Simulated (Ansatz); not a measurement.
## Bi4Te3 (space group R-3m, No. 166)

```
CELL_PARAMETERS angstrom
      2.22245     1.28313    13.85096
     -2.22245     1.28313    13.85096
      0.00000    -2.56627    13.85096
ATOMIC_POSITIONS crystal
  Bi 0.28569 0.28569 0.28569
  Bi 0.71431 0.71431 0.71431
  Bi 0.14655 0.14655 0.14655
  Bi 0.85345 0.85345 0.85345
  Te 0.00000 0.00000 0.00000
  Te 0.57785 0.57785 0.57785
  Te 0.42215 0.42215 0.42215
```

Method: Kohn–Sham DFT with the PBE-D3(BJ) functional, run in Ansatz (a program for electronic structure) with PAW and 420 eV plane waves, spin-orbit coupling left out. k-mesh 9×9×9 (Γ-centred); smearing 0.05 eV (Fermi–Dirac).

| Item | Value |
|---|---|
| Volume per atom | 33.86 Å³ |
| Density | 8.54 g/cm³ |
| Band gap | zero |
| Total energy | -10075.768 eV/atom (σ→0; compares only within this code and set-up) |

Spin-orbit coupling, missing from the scalar runs, can matter with Bi and Te. Whether these cells are dynamically stable was not tested. All final runs are without spin polarisation. Gaps under 0.05 eV, about the width of the smearing, are given as zero. A zero or small gap of Bi4Te3 can be the functional's error rather than a property of the material.
